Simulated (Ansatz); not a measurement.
**A computed series for hypothetical zinc blende SnSe: response to strain**

Base system: SnSe in the zinc blende structure (space group F-43m, No. 216; a = 6.6498 Å; a hypothetical phase, not in the database extracts checked; relaxed with 0.1 eV smearing). Axes: x, y, z lie along the cube axes.

Strains are applied to the cell and any free atomic positions relax.

Computed with Kohn–Sham DFT with the PBEsol functional, run in Ansatz (a first-principles code) with PAW and 420 eV plane waves, without spin-orbit coupling.

### Question
Only one of these has a band gap. Which?
(A) uniaxial strain ε_yy = −1.41 %
(B) isotropic strain +5.24 %
(C) uniaxial strain ε_xx = +0.45 %

### Answer
B, isotropic strain +5.24 %. Computed: isotropic strain +5.24 %: 0.27 eV; uniaxial strain ε_xx = +0.45 %: zero; uniaxial strain ε_yy = −1.41 %: zero

Stability against distortions was not tested. All final runs are without spin polarisation. The zero or small gap of SnSe can change with the level of theory.
